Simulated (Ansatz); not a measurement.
Checking a run of Ansatz (a program for electronic structure) on Ti3AlC2 (P6_3/mmc, 12 atoms in the cell). The aim is a self-consistent single point with DFT, LDA (PW92), plane waves, default PAW files made with PBE.

Cell that was meant: a = 3.1239 Å, b = 3.1239 Å, c = 19.0465 Å, α = 90.00°, β = 90.00°, γ = 120.00°.

Part of the input:

Ansatz 0.2 input:
```yaml
  xc: lda
  pseudopotentials: { kind: paw }
scf:
  occupations: { method: fixed }
output:
  forces: true
  eigenvalues: true
```

Log, with long lists cut:

```
   [... lines left out ...]
PAW frozen core: Al, regenerated for the run's functional, and the local potential with it
Initial density: superposition of atomic densities (neutral atoms: chi_scale 0, normalization atom), corrected by the library's trained network
Initial wavefunctions: pseudopotential atomic-orbital guess
Eigensolver: davidson
Functional: x = slater, c = lda
SCF iter   1: F=—  HF=-16707.893602 eV  |F-HF|=—  |Δ(HF+E_count)|=         —  Δρ=1.17e-2  dr2=1.10e0  ethr=1.77e-3  ⟨swp⟩=4.1  Hψ=7665  notcnv=0  defer=307
all-band conjugate gradients solve this SCF's bands
   [... lines left out ...]
WARN: the bands overlap at the fill by count (47 filled at each k-point of a channel) …
SCF 1 converged in 9 iterations: F = -16707.780977 eV  dr2 = 1.23e-8
Free energy (F): -16707.780977 eV
Internal energy: -16707.780977 eV  (E = F + TS)
E sigma→0 (E₀):  -16707.780977 eV
Fermi energy:    12.116568 eV
--- Forces (eV/Å), atoms counted from 1 ---
  atom   1  Ti    -0.00000000    -0.00000000    -0.00000000
  atom   2  Ti    -0.00000000     0.00000000     0.00000000
  atom   3  C      0.00000000    -0.00000000     0.19685092
  atom   4  C     -0.00000000     0.00000000     0.19685092
  atom   5  C      0.00000000    -0.00000000    -0.19685092
  atom   6  C      0.00000000     0.00000000    -0.19685092
  atom   7  Ti    -0.00000000    -0.00000000    -1.40657484
  atom   8  Ti     0.00000000     0.00000000    -1.40657484
   [... lines left out ...]
  atom  12  Al    -0.00000000    -0.00000000     0.00000000
--- Stress (GPa, compression-positive) ---
      -16.508162      -0.000000       0.000000
       -0.000000     -16.508162       0.000000
        0.000000       0.000000     -18.173080
  P = ⅓ Tr σ = -17.0631 GPa (-170.631 kbar)
  The stress holds the Pulay correction. Without it, at fixed plane waves, as pw.x and ABINIT print it: P = -17.2568 GPa
```

Is anything amiss in this input, and did it matter?

The run is not sound. The fault is fixed (insulator-type) occupations in a metal. A metal has bands that cross the Fermi level, so filling the same number of bands at every k-point puts electrons into the wrong states. To fix it, use a smearing (or tetrahedra) with enough empty bands. The run converged in 9 iterations without an error; against the sound input the free energy goes up by 79.4 meV/atom, the pressure goes from -17.99 to -17.06 GPa and the largest force goes from 1.362 to 1.407 eV/Å. The full log also holds (shortened here): “WARN: iter 1: σ=0 fill of 47 bands saw a band overlap (occupied 11.9260 eV > unoccupied 10.4149 eV) — on an unconverged iterate often a transient of an (band_overlap_at_count)”.

An input that runs soundly differs in these lines (not the only fix; some lines may just follow from the change or write a value another way):
```diff
-  occupations: { method: fixed }
+  occupations: { method: methfessel_paxton, width: 0.136 eV }
```

With that input, the run converged in 7 iterations: free energy E − TS (on the zero of these files) -16708.7339 eV; Fermi level (on the code's own zero) 11.24 eV; pressure -17.99 GPa; largest force (vector length) 1.362 eV/Å (DFT, LDA (PW92), plane waves, default PAW files made with PBE).

On the sound input: the starting cell comes from a database of published, mostly measured structures (it also holds non-ambient and calculated ones), without a prior relaxation at this level. Its lattice was rescaled by a random factor within 2.5 % of one. Spin polarisation is off. With a pressure of about -18 GPa the cell is away from its equilibrium volume at this level. Forces in this geometry exceed 1 eV/Å. Ansatz's pressure includes its estimate of the finite-basis (Pulay) stress.
